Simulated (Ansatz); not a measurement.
Consider Cu3Au in the Cu3Au type structure (space group Pm-3m, No. 221; a = 3.781 Å).

(Cell as relaxed with PBE.)

Levels (all Ansatz, a program for electronic structure, PAW): PBE (420 eV, scalar-relativistic without spin-orbit coupling); PBEsol (420 eV, spin-orbit coupling left out).

Each level relaxes its own structure.

| base | PBE | PBEsol |
|---|---|---|
| volume per atom | 13.51 Å³ | 12.80 Å³ |
| lattice parameter a | 3.781 Å | 3.713 Å |
| band gap | zero | zero |

The change: a hydrostatic pressure of 3 GPa.

| quantity | PBE | PBEsol |
|---|---|---|
| band gap | zero | zero |
| volume per atom | 13.24 Å³ | 12.59 Å³ |

PBE's volume per atom lies 0.65 Å³ above PBEsol's (5.2 %); the two agree on the band gap. Neither level is exact; PBEsol is the comparison here, not a measurement.

Load acts through the strain it causes; cell and atoms are relaxed under it. Stability against distortions was not tested. The final runs are not spin-polarised.
